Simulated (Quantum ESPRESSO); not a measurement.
Quantum ESPRESSO run on PtPb2 (I4/mcm, 6 atoms in the cell): self-consistent single point.

Method: BLYP, GBRV 1.5 ultrasoft (PBE) pseudopotentials (plane waves; Quantum ESPRESSO 7.5).

```yaml
crystal:
  lattice:
    - [-3.51089, 3.51089, 2.90599]
    - [3.51089, -3.51089, 2.90599]
    - [3.51089, 3.51089, -2.90599]
  atoms:
    - { symbol: Pt, position: [0.75000, 0.75000, 0.00000] }
    - { symbol: Pt, position: [0.25000, 0.25000, 0.00000] }
    - { symbol: Pb, position: [0.16066, 0.66066, 0.82132] }
    - { symbol: Pb, position: [0.83934, 0.33934, 0.17868] }
    - { symbol: Pb, position: [0.66066, 0.83934, 0.50000] }
    - { symbol: Pb, position: [0.33934, 0.16066, 0.50000] }
```

Reference input (self-consistent single point, DFT, LDA (PZ), plane waves, GBRV 1.5 ultrasoft (LDA) pseudopotentials): ecutwfc = 40 Ry; ecutrho = 320 Ry; occupations = smearing; smearing = marzari-vanderbilt; degauss = 0.0073499 Ry; potentials = {Pt: pt_lda_v1.4.uspp.F.UPF, Pb: pb_lda_v1.uspp.F.UPF}; K_POINTS = automatic 4 4 4 1 1 1; conv_thr = 1e-09 Ry; mixing_beta = 0.7. This run's input differs from it in these lines:

```diff
@@ -17,2 +17,3 @@
     degauss = 0.0073499
+    input_dft = 'blyp'
 /
@@ -23,4 +24,4 @@
 ATOMIC_SPECIES
-Pt   195.0840  pt_lda_v1.4.uspp.F.UPF
-Pb   207.2000  pb_lda_v1.uspp.F.UPF
+Pt   195.0840  pt_pbe_v1.4.uspp.F.UPF
+Pb   207.2000  pb_pbe_v1.uspp.F.UPF
 ATOMIC_POSITIONS alat
```

Log, with long lists cut:

```
     Self-consistent Calculation

     iteration #  1     ecut=    40.00 Ry     beta= 0.70

     negative rho (up, down):  4.023E-01 0.000E+00

     total energy              =   -1075.04286889 Ry
     estimated scf accuracy    <       1.09543101 Ry

     iteration #  2     ecut=    40.00 Ry     beta= 0.70

     negative rho (up, down):  4.082E-01 0.000E+00

     total energy              =   -1075.08865647 Ry
     estimated scf accuracy    <       2.95996404 Ry

     iteration #  3     ecut=    40.00 Ry     beta= 0.70

     negative rho (up, down):  4.090E-01 0.000E+00

     total energy              =   -1075.57376774 Ry
     estimated scf accuracy    <       0.03887543 Ry

   [... 8 blocks of this kind left out ...]

     iteration # 12     ecut=    40.00 Ry     beta= 0.70

     negative rho (up, down):  4.074E-01 0.000E+00

     total energy              =   -1075.58524371 Ry
     estimated scf accuracy    <       0.00000003 Ry

     iteration # 13     ecut=    40.00 Ry     beta= 0.70

     negative rho (up, down):  4.074E-01 0.000E+00
     End of self-consistent calculation

     the Fermi energy is    14.7230 ev

!    total energy              =   -1075.58524372 Ry
     estimated scf accuracy    <          2.4E-10 Ry
     smearing contrib. (-TS)   =      -0.00010122 Ry
     internal energy E=F+TS    =   -1075.58514250 Ry

     convergence has been achieved in  13 iterations

     negative rho (up, down):  4.074E-01 0.000E+00

     Forces acting on atoms (cartesian axes, Ry/au):

     atom    1 type  1   force =     0.00000000    0.00000000    0.00000000
     atom    2 type  1   force =    -0.00000000   -0.00000000    0.00000000
     atom    3 type  2   force =    -0.00009872   -0.00009872    0.00000000
     atom    4 type  2   force =     0.00009872    0.00009872   -0.00000000
     atom    5 type  2   force =     0.00009872   -0.00009872   -0.00000000
   [... lines left out ...]
     Total force =     0.000279     Total SCF correction =     0.000071
   [... lines left out ...]

     negative rho (up, down):  4.074E-01 0.000E+00
          total   stress  (Ry/bohr**3)                   (kbar)     P=       80.10
   0.00055310  -0.00000000  -0.00000000           81.36       -0.00       -0.00
  -0.00000000   0.00055310  -0.00000000           -0.00       81.36       -0.00
  -0.00000000  -0.00000000   0.00052734           -0.00       -0.00       77.57

   JOB DONE.
```

The run converged in 13 iterations. Against the reference run the pressure goes from -5.35 to 8.01 GPa and the largest force goes from 0.205 to 0.004 eV/Å. The full log also holds: “SCF correction compared to forces is large: reduce conv_thr to get better values”.

The starting cell comes from a database of computed structures (which also holds hypothetical and non-ambient phases and stackings), without a prior relaxation at this level. Spin polarisation is off. With a pressure of about 8 GPa the cell is away from its equilibrium volume at this level.

Cost on one core of a shared machine: roughly 2 min.
